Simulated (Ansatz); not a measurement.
**How far PBE and PBEsol part for GaN, pressure 45 GPa**

Take GaN in the wurtzite structure (space group P6_3mc, No. 186; a = 3.219 Å, c = 5.244 Å) as the base.

(Cell as relaxed with PBE.)

Levels (all Ansatz, a first-principles code, PAW, earlier PAW set): PBE (420 eV, no spin-orbit coupling); PBEsol (420 eV, spin-orbit coupling left out).

Each level relaxes its own structure.

```json
[
 {"base": "volume per atom", "PBE": "11.76 Å³", "PBEsol": "11.37 Å³"},
 {"base": "lattice parameter a", "PBE": "3.219 Å", "PBEsol": "3.183 Å"},
 {"base": "band gap", "PBE": "1.71 eV", "PBEsol": "1.88 eV"}
]
```

Perturbation: a hydrostatic pressure of 45 GPa.

| quantity | PBE | PBEsol |
|---|---|---|
| lattice parameter a | 3.032 Å | 3.009 Å |
| shift of the gap caused by the change | +1.17 eV | +1.08 eV |
| electron mass | 0.22 mₑ along c, 0.25 mₑ across (at Γ) | 0.23 mₑ along c, 0.26 mₑ across (at Γ) |

PBE's lattice parameter a lies 0.023 Å above PBEsol's (0.8 %); PBE's shift of the gap caused by the change lies 0.09 eV above PBEsol's. Neither level is exact; PBEsol is the comparison here, not a measurement.

Load acts through the strain it causes; cell and atoms are relaxed under it. Masses are band curvatures over ±0.01 Å⁻¹ around the edge. Whether these cells are dynamically stable was not tested. Tetrahedral semiconductors of this kind turn to denser phases somewhere between about 1 and 50 GPa; those were not computed, so compressed cells here can lie past the real transition.
